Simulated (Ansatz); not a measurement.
Here is the system:

End structure of a constructed model of the (0001) surface of hcp Ru, a pseudomorphic layer of Al in the host's stacking (bottom of the slab: a bare face, its two planes held):

```
CELL_PARAMETERS angstrom
      2.72140     0.00000     0.00000
     -1.36070     2.35680     0.00000
      0.00000     0.00000    29.50000
ATOMIC_POSITIONS crystal
  Ru 0.66667 0.33333 0.27901
  Ru 0.33333 0.66667 0.35178
  Ru 0.66667 0.33333 0.42417
  Ru 0.33333 0.66667 0.49772
  Ru 0.66667 0.33333 0.56981
  Ru 0.33333 0.66667 0.64213
  Al 0.66667 0.33333 0.71489
```

Model: 7-atom slab, 13.0 Å thick at the start with caps and adatoms (thin: gaps and levels are the slab's own), 16x16x1 mesh, Fermi-Dirac 0.1 eV, dipole correction, 2 atoms held, the rest relaxed; held to the start's symmetry, so lower structures may exist; no spin, no spin-orbit, no U. In PBE it is, or lies within 0.01 eV a 1x1 cell of, the lowest of the 2 structures of its composition computed so far; subsurface sites and larger cells were not tried.

Task: Predict the work function of the top face from PBE run with Ansatz (a quantum-chemistry and plane-wave program).

Result: 4.35 eV
